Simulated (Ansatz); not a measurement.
An Ansatz (a first-principles code) input for bcc V (1 1 1) on rock-salt PbS (1 1 1) (film strained to the substrate, started from cuts of the bulks and a machine-learned relaxation; slabs Pb4S4 and V12, which can lie off the formulas):

Ansatz 0.2 input:
```yaml
crystal:
  lattice:
    - [4.2486421, 0.0, -0.005186013]
    - [-2.124321, 3.6794319, -0.020667453]
    - [-1.813107713, -0.789356074, 24.846171819]
  atoms:
    - { symbol: Pb, position: [-0.010984649, 0.046319908, 0.097777363] }
    - { symbol: Pb, position: [0.408466496, 0.749883036, 0.241217628] }
    - { symbol: Pb, position: [0.817207657, 0.451374761, 0.382863133] }
    - { symbol: Pb, position: [0.243352235, 0.209809119, 0.517747683] }
    - { symbol: S, position: [0.188982882, 0.68225508, -0.005743427] }
    - { symbol: S, position: [0.702116519, 0.404754425, 0.153371091] }
    - { symbol: S, position: [0.107339051, 0.09741328, 0.301139378] }
    - { symbol: S, position: [0.518682307, 0.80626469, 0.441809655] }
    - { symbol: V, position: [0.305931062, 0.253344773, 0.627254141] }
    - { symbol: V, position: [0.951271372, 0.573390729, 0.591013341] }
    - { symbol: V, position: [0.011345717, 0.604003095, 0.693405966] }
    - { symbol: V, position: [0.657201276, 0.928404583, 0.658041378] }
    - { symbol: V, position: [0.719536112, 0.953685879, 0.763423064] }
    - { symbol: V, position: [0.36658548, 0.279400118, 0.729944178] }
    - { symbol: V, position: [0.426995562, 0.302804834, 0.83428398] }
    - { symbol: V, position: [0.073091269, 0.628016917, 0.798119507] }
    - { symbol: V, position: [0.132558052, 0.653509078, 0.901540903] }
    - { symbol: V, position: [0.779956675, 0.978047524, 0.868172887] }
    - { symbol: V, position: [0.840971249, 1.008202106, 0.972215471] }
    - { symbol: V, position: [0.489030671, 0.331052772, 0.939755475] }
basis:
  ecutwfc: 420
  ecutrho_ratio: 4
  xc_grid: 2
kpoints:
  mp_grid: { grid: [9, 9, 1] }
hamiltonian:
  xc: pbe
  dispersion: none
  pseudopotentials: { kind: paw }
scf:
  n_extra_bands: 34
  occupations: { method: fermi_dirac, width: 0.05 }
output:
  forces: true
  stress: true
  eigenstates:
    kpoints:
      - [0, 0, 0]
      - [0.5, 0, 0]
      - [0, 0.5, 0]
      - [0.5, 0.5, 0]
    e_range: [-3.5, 3.5]
    localisation: true
relax:
  f_tol: 0.04
  max_steps: 70
  cell: { fix: [a, b, gamma], stress_tol: 0.3 }
```

Calculation: PBE (plane waves to 420 eV, PAW; Ansatz). No spin–orbit coupling; the runs are not spin-polarised. Its k-point mesh 9×9×1, Fermi–Dirac width 0.05 eV.

Task: Write the closing report of this run, without the band table and long remarks, to eight decimals at most.

Result: 
```
SCF converged after 5 iterations
Free energy (F): -86184.782196 eV
Harris-Foulkes:  -86184.782196 eV  (|F-HF|=2.66e-9)
Internal energy: -86184.620002 eV  (E = F + TS)
E sigma→0 (E₀):  -86184.701099 eV
Entropy (-TS):   -0.162194 eV (-8.110 meV/atom)
Fermi energy:    11.421537 eV
--- Per-component energies (eV) ---
  E_band       = -2565.517613
  E_kinetic    = 5614.217113
  E_local      = -101772.560366  (includes V_loc(G=0)·N_el)
  E_nonlocal   = 974.436385
  E_hartree    = 49606.002096
  E_xc         = -2834.730295
  E_vxc        = -2860.723671  (∫ρ·V_xc dr)
  E_paw        = -57377.107680  (= ΣΔE_a)
  E_vpaw       = -3732.886217  (= ΣTr[D̂ρ^β])
  E_aug_tail   = 0.003341  (compensation charges beyond the density's cutoff)
  E_ewald      = 19605.119402
  E_smearing   = -0.162194  (= −TS)
  E_closure    = 0.000000  (closes the sum)
  Σ components = -86184.782196   (vs F -86184.782196, Δ=0.00e0)
--- Forces (eV/Å), atoms counted from 1 ---
  atom   1  Pb    -0.01170288    -0.00121034     0.01432526
  atom   2  Pb    -0.00267966     0.00700137     0.00968399
  atom   3  Pb     0.00501038    -0.00080260     0.01521641
  atom   4  Pb    -0.00105287     0.00129168     0.03926976
  atom   5  S     -0.01099035    -0.00580136    -0.00765048
  atom   6  S      0.01244363    -0.00091510    -0.00911741
  atom   7  S     -0.00163724    -0.00392669    -0.01394174
  atom   8  S     -0.01094106     0.00888752    -0.01872904
  atom   9  V      0.00453224    -0.00523748    -0.02561637
  atom  10  V     -0.00448956    -0.00631778     0.00883387
  atom  11  V     -0.00029525     0.00060878     0.00143006
  atom  12  V      0.00283771    -0.00137654    -0.00446628
  atom  13  V      0.00130817     0.00063050    -0.00888652
  atom  14  V     -0.00138736     0.00062437    -0.00245910
  atom  15  V      0.00299664     0.00044357    -0.00645059
  atom  16  V      0.00144457    -0.00008386     0.00641381
  atom  17  V      0.00366164     0.00064738    -0.00056833
  atom  18  V     -0.00029161    -0.00103542     0.01271848
  atom  19  V      0.00841100     0.00488126     0.01348122
  atom  20  V      0.00282202     0.00169215    -0.02338301
  max |Σ_I F_I| component: 1.04e-4 eV/Å
--- Stress (GPa, compression-positive) ---
       -0.999226       0.031838       0.020393
        0.031838      -1.051735      -0.015887
        0.020393      -0.015887       0.050209
  P = ⅓ Tr σ = -0.6669 GPa (-6.669 kbar)
--- Relaxed structure (5 steps of the walk, 5 accepted, 1 SCFs on fresh bases) ---
  F+E_penalty+E_count = -86184.78219585 eV   max|allowed force component| = 3.926e-2 eV/Å   (the final SCF, on the basis selected at the relaxed cell)
  cell:  # Å, volume = 391.9395 Å³
    - [4.24852012, -0.00018098, -0.03260959]
    - [-2.12426910, 3.67950891, -0.00899871]
    - [-1.97309402, -0.80158178, 25.09341938]
  atoms:
    - { symbol: Pb, position: [-0.05353008, 0.04177760, 0.09009765] }
    - { symbol: Pb, position: [0.37355448, 0.74741908, 0.23235959] }
    - { symbol: Pb, position: [0.80433786, 0.46506885, 0.37694592] }
    - { symbol: Pb, position: [0.24366807, 0.21540805, 0.52256027] }
    - { symbol: S, position: [0.21319811, 0.68157690, -0.00709698] }
    - { symbol: S, position: [0.64645468, 0.38904728, 0.14411773] }
    - { symbol: S, position: [0.07557284, 0.09484983, 0.28900612] }
    - { symbol: S, position: [0.50589496, 0.80790606, 0.43396937] }
    - { symbol: V, position: [0.31522285, 0.25303460, 0.63506415] }
    - { symbol: V, position: [0.96319349, 0.57618025, 0.60597601] }
    - { symbol: V, position: [0.02288087, 0.60257305, 0.70025154] }
    - { symbol: V, position: [0.66510360, 0.92614758, 0.66154113] }
    - { symbol: V, position: [0.73192693, 0.95365485, 0.76777007] }
    - { symbol: V, position: [0.37820984, 0.27889039, 0.73492417] }
    - { symbol: V, position: [0.44183975, 0.30485234, 0.83695149] }
    - { symbol: V, position: [0.08645089, 0.62889876, 0.80169463] }
    - { symbol: V, position: [0.14904313, 0.65497781, 0.90028005] }
    - { symbol: V, position: [0.79640391, 0.98018683, 0.87007960] }
    - { symbol: V, position: [0.86004026, 1.00655281, 0.96792281] }
    - { symbol: V, position: [0.51017053, 0.33293378, 0.94293748] }
```

Cost: around 29 core-minutes (rough).
